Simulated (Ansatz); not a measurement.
Ansatz (a first-principles code) run on SiSnPt5 (P4/mmm, 7 atoms in the cell): self-consistent single point.

Computed with LDA (PW92), PAW files made with PBE (plane waves; Ansatz).

The change in words: lattice scaled by 0.98. Reference geometry:
```
SiSnPt5
1.0
    4.04672     0.00000     0.00000
    0.00000     4.04672     0.00000
    0.00000     0.00000     7.15583
Si Sn Pt
1 1 5
Direct
  0.00000   0.00000   0.50000
  0.50000   0.50000   0.00000
  0.00000   0.50000   0.29555
  0.00000   0.50000   0.70445
  0.50000   0.00000   0.29555
  0.50000   0.00000   0.70445
  0.00000   0.00000   0.00000
```

Reference input (self-consistent single point, DFT, LDA (PW92), plane waves, PAW files made with PBE): basis.ecutwfc = 420 eV; kpoints.mp_grid.grid = 5 5 3; hamiltonian.xc = lda; hamiltonian.pseudopotentials = {kind: paw} (the program's default PAW files); scf.occupations.method = fermi_dirac; scf.occupations.width = 0.05 eV. This run's input differs from it in these lines:

```diff
@@ -2,5 +2,5 @@
   lattice:
-    - [4.04671800, 0.00000000, 0.00000000]
-    - [0.00000000, 4.04671800, 0.00000000]
-    - [0.00000000, 0.00000000, 7.15583000]
+    - [3.96578400, 0.00000000, 0.00000000]
+    - [0.00000000, 3.96578400, 0.00000000]
+    - [0.00000000, 0.00000000, 7.01271300]
   atoms:
```

Output (repeated stretches shortened):

```
SCF iter   1: F=—  HF=-67726.850670 eV  |F-HF|=—  |Δ(HF+E_count)|=         —  Δρ=9.74e-2  dr2=1.23e1  ethr=3.10e-3  ⟨swp⟩=6.1  Hψ=2887  notcnv=0
all-band conjugate gradients solve this SCF's bands
preconditioner: auto → Kerker (q_TF=auto, 2.719 Å⁻¹)
SCF iter   2: F=—  HF=-67724.369744 eV  |F-HF|=—  |Δ(HF+E_count)|=    2.48e0  Δρ=4.80e-2  dr2=3.11e0  ethr=3.10e-3  ⟨swp⟩=2.0  Hψ=1257  notcnv=0  defer=40
   [... lines left out ...]
SCF iter   5: F=—  HF=-67723.556807 eV  |F-HF|=—  |Δ(HF+E_count)|=   1.91e-4  Δρ=2.54e-4  dr2=8.07e-5  ethr=7.38e-7  ⟨swp⟩=2.1  Hψ=1125  notcnv=0  defer=42
SCF iter   6: F=—  HF=-67723.556785 eV  |F-HF|=—  |Δ(HF+E_count)|=   2.21e-5  Δρ=5.16e-5  dr2=2.08e-6  ethr=7.47e-8  ⟨swp⟩=2.0  Hψ=1120  notcnv=0  defer=42
SCF iter   7: F=—  HF=-67723.556784 eV  |F-HF|=—  |Δ(HF+E_count)|=   8.32e-7  Δρ=1.23e-5  dr2=1.26e-7  ethr=9.26e-11  ⟨swp⟩=11.2  Hψ=3787  notcnv=0
SCF iter   8: F=-67723.556784 eV  HF=-67723.556784 eV  |F-HF|=2.12e-9  |Δ(HF+E_count)|=   1.73e-8  Δρ=2.37e-6  dr2=5.36e-9  ethr=9.26e-11  ⟨swp⟩=4.0  Hψ=2346  notcnv=0
SCF 1 converged in 8 iterations: F = -67723.556784 eV  dr2 = 5.36e-9
Free energy (F): -67723.556784 eV
Internal energy: -67723.547038 eV  (E = F + TS)
E sigma→0 (E₀):  -67723.551911 eV
Entropy (-TS):   -0.009746 eV (-1.392 meV/atom)
Fermi energy:    20.009126 eV
--- Forces (eV/Å), atoms counted from 1 ---
  atom   1  Si    -0.00000000    -0.00000000     0.00000000
  atom   2  Sn     0.00000000     0.00000000     0.00000000
  atom   3  Pt     0.00000000     0.00000000    -0.04721009
  atom   4  Pt     0.00000000     0.00000000     0.04721009
  atom   5  Pt     0.00000000     0.00000000    -0.04721009
  atom   6  Pt     0.00000000     0.00000000     0.04721009
  atom   7  Pt     0.00000000    -0.00000000     0.00000000
--- Stress (GPa, compression-positive) ---
       -5.296196       0.000000       0.000000
        0.000000      -5.296196       0.000000
        0.000000       0.000000      -4.287174
  P = ⅓ Tr σ = -4.9599 GPa (-49.599 kbar)
  The stress holds the Pulay correction. Without it, at fixed plane waves, as pw.x and ABINIT print it: P = -4.9992 GPa
```

The run converged in 8 iterations. Against the reference run the free energy goes down by 67.5 meV/atom, the pressure goes from -16.25 to -4.96 GPa and the largest force goes from 0.025 to 0.047 eV/Å.

The starting cell comes from a database of computed structures (which also holds hypothetical and non-ambient phases and stackings), without a prior relaxation at this level. Its lattice was rescaled by a random factor within 2.5 % of one. For this run, on top of that: lattice scaled by 0.98. Spin polarisation is off. With a pressure of about -5 GPa the cell is away from its equilibrium volume at this level. Ansatz's pressure includes its estimate of the finite-basis (Pulay) stress.

Keys are those of Ansatz 0.2.
